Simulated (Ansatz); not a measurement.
The structure below was relaxed with Ansatz (a quantum-chemistry and plane-wave program), r2SCAN, PAW, cutoff 500 eV, no SOC.

```yaml
crystal:
  lattice:
    - [2.45656, 0.00000, 0.00000]
    - [-1.22828, 2.12745, 0.00000]
    - [0.00000, 0.00000, 4.47193]
  atoms:
    - { symbol: Cr, position: [0.33333, 0.66667, 0.75000] }
    - { symbol: Cr, position: [0.66667, 0.33333, 0.25000] }
```

Q: Find the space group and the Wyckoff positions.

A: Space group P6₃/mmc (No. 194); a = 2.4566 Å, b = 2.4566 Å, c = 4.4719 Å, α = 90.00°, β = 90.00°, γ = 120.00°

```csv
atom,site,symmetry,x,y,z
Cr,2d,-6m2,0.6667,0.3333,0.2500
```

Q: Describe the coordination.

A: The crystal has 2 atoms in its conventional cell. Cell: a = b = 2.4566 Å, c = 4.4719 Å, α = β = 90.00°, γ = 120.00°. Cr is coordinated by 6 Cr at 2.457 Å and 6 Cr at 2.648 Å (anticuboctahedral). (Neighbours: up to the widest gap in distance over summed covalent radii, below 1.35, at either atom.)

Whether these cells are dynamically stable was not tested. Starting moments died away, wholly or in part, for Ho → Cr; another magnetic solution may exist. The final runs are not spin-polarised. The cell was made from Ho by this change: Ho → Cr; the result is a model cell. Real Cr is antiferromagnetic at low temperature and ambient pressure, an order that this cell doesn't hold. This is not the structure that Cr has at room temperature and ambient pressure.
